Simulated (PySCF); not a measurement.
PySCF 2.14.0, WB97X/def2-svp, df: B(F)(Me)(OiPr) (CB(F)OC(C)C), 17 atoms. The geometry is a generated start, not checked to be a minimum at this level.

```json
{
  "task": "energy",
  "method": "wb97x",
  "basis": "def2-svp",
  "two_electron_scheme": "density fitting",
  "mol.max_memory": "3000 MB",
  "mf.max_cycle": "100",
  "mf.init_guess": "minao (default)",
  "mf.conv_tol": "1e-09 (default)",
  "mf.grids.level": "3 (default)",
  "basis_functions": "148",
  "grid_points": "196944"
}
```

```xyz
17

B      0.1465     0.5461     1.4258
F      0.4613    -0.5868     2.0926
C     -0.1939     1.8554     2.2513
H      0.2595     2.7390     1.8105
H      0.1383     1.7703     3.2829
H     -1.2690     2.0205     2.2647
O      0.1103     0.5263     0.1011
C      0.3714    -0.6217    -0.7069
C      0.6807    -0.1344    -2.1202
C     -0.8333    -1.5594    -0.6857
H      1.2434    -1.1477    -0.2950
H     -0.1756     0.4034    -2.5188
H      0.8998    -0.9830    -2.7612
H      1.5365     0.5331    -2.1063
H     -1.0402    -1.8728     0.3347
H     -1.7085    -1.0497    -1.0813
H     -0.6272    -2.4387    -1.2880
```

With the defaults (mf.diis = true, mf.damp = 0, mf.diis_start_cycle = 1, newton = off, mf.level_shift = 0, mf.DIIS = CDIIS, mf.diis_space = 8) it converges in 12 Fock builds. One run each on 2 threads, 1 BLAS thread, with these changes:
- mf.diis = false
- newton = Hessian by the SCF's own integrals
- mf.level_shift = 0.1 Hartree
- mf.level_shift = 0.3 Hartree
- mf.DIIS = ADIIS
- mf.damp = 0.7, mf.diis_start_cycle = 8
- mf.diis_space = 3
- mf.diis_space = 20
- mf.diis_space = 5

Question: Name the settings that don't reach the solution of the defaults.

Answer: No convergence: mf.diis = false (the run ends without SCF convergence in 100 cycles). The rest reach the solution of the defaults.

| setting | Fock builds | end |
|---|---|---|
| the defaults | 12 | same solution |
| mf.diis_space = 20 | 12 | same solution |
| mf.level_shift = 0.1 Hartree | 13 | same solution |
| mf.diis_space = 5 | 13 | same solution |
| mf.DIIS = ADIIS | 14 | same solution |
| mf.diis_space = 3 | 14 | same solution |
| mf.level_shift = 0.3 Hartree | 15 | same solution |
| mf.damp = 0.7, mf.diis_start_cycle = 8 | 16 | same solution |
| newton = Hessian by the SCF's own integrals | 25 | same solution |
| mf.diis = false | 101 | no convergence |

Under newton the count holds the products with the orbital Hessian.
